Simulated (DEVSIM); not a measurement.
Device: abrupt Si n-p junction, at 300 K.

| layer (left to right) | material | thickness (μm) | Nd (cm⁻³) | Na (cm⁻³) | τn (s) | τp (s) |
|---|---|---|---|---|---|---|
| 1 | Si | 6.30 | 1.3e18 | - | 2.6e-7 | 2.6e-7 |
| 2 | Si | 30.0 | - | 5.4e17 | 2.6e-7 | 2.6e-7 |

Left contact: ohmic. Right contact: ohmic. Voltage is applied to the left contact. Recombination: SRH at mid-gap, radiative, Auger. Mobility is μmin + (μ − μmin)/(1 + (N/Nref)^α).

This is a model device: material constants are rounded textbook-type values typed into the input, and sizes, dopings and lifetimes were drawn at random. Values at 300 K.

```
parameter           Si
-------------  -------
gap (eV)         1.124
affinity (eV)     4.05
permittivity      11.7
Nc (cm⁻³)      2.86e19
Nv (cm⁻³)       3.1e19
μn (cm²/Vs)       1417
μp (cm²/Vs)        470
μn,min              52
μp,min              45
Nref,n          9.7e16
Nref,p          2.2e17
αn                0.68
αp                0.72
B (cm³/s)      4.7e-15
Cn (cm⁶/s)     2.8e-31
Cp (cm⁶/s)     9.9e-32
```

Model (solved in DEVSIM): 1D drift-diffusion, Boltzmann statistics, complete ionisation; no tunnelling, impact ionisation, image-force lowering or self-heating.

Task: Tabulate band edges, carrier densities and field at zero bias.

Result: Energies count from the Fermi level of the right contact; mesh points crowd at the junctions.

```tsv
x (μm)	Ec (eV)	Ev (eV)	n (cm⁻³)	p (cm⁻³)	field (V/cm)
0.000	0.080	-1.044	1.3e18	< 1e2	≈ 0
0.03976	0.080	-1.044	1.3e18	< 1e2	≈ 0
0.1519	0.080	-1.044	1.3e18	< 1e2	≈ 0
0.4412	0.080	-1.044	1.3e18	< 1e2	≈ 0
1.677	0.080	-1.044	1.3e18	< 1e2	≈ 0
4.029	0.080	-1.044	1.3e18	< 1e2	≈ 0
5.490	0.080	-1.044	1.3e18	< 1e2	≈ 0
6.096	0.080	-1.044	1.3e18	< 1e2	≈ 0
6.238	0.080	-1.044	1.3e18	< 1e2	≈ 0
6.293	0.189	-0.935	1.9e16	6200	180000
6.324	0.905	-0.219	18000	6.6e15	120000
6.453	1.019	-0.105	220	5.4e17	≈ 0
6.747	1.019	-0.105	220	5.4e17	≈ 0
7.581	1.019	-0.105	220	5.4e17	≈ 0
11.08	1.019	-0.105	220	5.4e17	≈ 0
19.06	1.019	-0.105	220	5.4e17	≈ 0
29.94	1.019	-0.105	220	5.4e17	≈ 0
33.92	1.019	-0.105	220	5.4e17	≈ 0
35.67	1.019	-0.105	220	5.4e17	≈ 0
36.08	1.019	-0.105	220	5.4e17	≈ 0
36.24	1.019	-0.105	220	5.4e17	≈ 0
36.30	1.019	-0.105	220	5.4e17	≈ 0
```
